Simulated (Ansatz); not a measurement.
The starting structures come from a database of crystals and need not be the phases stable at ambient conditions.

 Where the default PAW files enter, the runs use the earlier of Ansatz's two default sets.

Input:

```xyz
4
Lattice="3.8635 0.0000 0.0000 0.0000 6.3414 0.0000 1.9317 0.0000 3.3459" Properties=species:S:1:pos:R:3 pbc="T T T"
Al     1.9317     6.3410     1.1153
Al     3.8635     3.1703     2.2306
P      1.9317     3.9638     1.1153
P      3.8635     0.7931     2.2306
```

Space group of this cell: P6_3mc, wurtzite. The cell is taken as given.

Level of theory: PBEsol (plane waves, PAW; Ansatz, a first-principles code).

The current runs along the normal of the first two printed vectors; no spin-orbit coupling. Scaled by the factor s: both lengths across the current (ions clamped). Meshes 10×6×10 and 8×6 across the current in all rows.

```
s     mean pressure (GPa)  band gap (eV)
----  -------------------  -------------
0.98                  3.7           1.64
1.00                 -0.1           1.83
1.02                 -3.3              ?
```

**Question.** Take the slope of the band gap against ln s from the two given rows, extrapolate to s = 1.02, and say what the run there gives.

**Answer.** Slope = (1.64 − 1.83) / ln 0.98 = 9.40 eV. The line gives 1.83 + (9.40) × ln 1.02 = 2.02 eV. The run gives 1.73 eV, 0.29 eV under the line, 154 % of the predicted step.
